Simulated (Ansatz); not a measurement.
The structure below was relaxed with Ansatz (a program for electronic structure), r2SCAN, PAW, cutoff 500 eV, no SOC, earlier PAW set.

```
InGaP2
1.0
    2.00698     1.15873     6.58891
   -2.00698     1.15873     6.58891
    0.00000    -2.31746     6.58891
P Ga In
2 1 1
Direct
  0.11929   0.11929   0.11929
  0.62985   0.62985   0.62985
  0.00025   0.00025   0.00025
  0.50061   0.50061   0.50061
```

Question: Find the space group and the Wyckoff positions.

Answer: Space group R3m, hexagonal axes (No. 160); a = b = 4.0140 Å, c = 19.7667 Å, α = β = 90.00°, γ = 120.00°

| atom | site | symmetry | x | y | z |
|---|---|---|---|---|---|
| P | 3a | 3m | 0.0000 | 0.0000 | 0.8807 |
| P | 3a | 3m | 0.0000 | 0.0000 | 0.3702 |
| Ga | 3a | 3m | 0.0000 | 0.0000 | 0.9998 |
| In | 3a | 3m | 0.0000 | 0.0000 | 0.4994 |

Question: Describe the coordination.

Answer: The crystal has 12 atoms in its conventional cell. Cell: a = b = 4.0140 Å, c = 19.7667 Å, α = β = 90.00°, γ = 120.00°. P1 has 1 Ga at 2.353 Å and 3 In at 2.504 Å (tetrahedral). P2 sees 3 Ga at 2.430 Å and 1 In at 2.555 Å (tetrahedral). Ga is surrounded by 4 P at 2.353–2.430 Å (tetrahedral). In has 4 P at 2.504–2.555 Å (tetrahedral). (Neighbours: up to the widest gap in distance over summed covalent radii, below 1.35, at either atom; cation-cation and far metal-metal contacts left out.)

Each cell is one ordered arrangement of few atoms, which overstates ordering effects compared with a random alloy. No phonon test of stability was made. The cell was made from InP by this change: x(Ga) = 0.5, 4 atoms, R3m.
